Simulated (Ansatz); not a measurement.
AlN in the rock salt structure (space group Fm-3m, No. 225; a model cell, its experimental status unchecked)

```cif
data_Al4N4
_chemical_formula_sum 'Al4 N4'
_space_group_name_H-M_alt 'Fm-3m'
_space_group_IT_number 225
_space_group_name_Hall '-F 4 2 3'
_cell_length_a 4.04522
_cell_length_b 4.04522
_cell_length_c 4.04522
_cell_angle_alpha 90.000
_cell_angle_beta 90.000
_cell_angle_gamma 90.000
loop_
_atom_site_label
_atom_site_type_symbol
_atom_site_symmetry_multiplicity
_atom_site_Wyckoff_symbol
_atom_site_fract_x
_atom_site_fract_y
_atom_site_fract_z
_atom_site_occupancy
Al1 Al 4 a 0.00000 0.00000 0.00000 1
N1 N 4 b 0.50000 0.50000 0.50000 1
```
(The calculation used a cell of 2 atoms; values per cell refer to that cell.)

Level of theory: DFT with PBEsol, PAW potentials and a 420 eV plane-wave cutoff in Ansatz (an electronic-structure program), spin-orbit coupling left out. Settings: 14×14×14 k-points, 0.05 eV Fermi–Dirac smearing.

```yaml
volume_per_atom: 8.27 Å³
density: 4.11 g/cm³
band_gap: 4.55 eV, indirect, Γ → X
electron_mass: 0.58 mₑ along k, 0.33 mₑ across
Hole mass (degenerate bands, along [100]): 0.33, 0.91, 0.91 mₑ
Lowest conduction-band minima above the VBM: X along ⟨100⟩ 4.55 eV; Γ 5.63 eV; L along ⟨111⟩ 6.04 eV
total_energy: -452.877 eV/atom (σ→0; compares only within this code and set-up)
```

Effective masses come from finite differences of ±0.01 Å⁻¹. Along k means along the line from Γ to the band edge. Stability against distortions was not tested. The base started in P3_121 and relaxed to Fm-3m at this level. This is not the structure that AlN has at room temperature and ambient pressure.
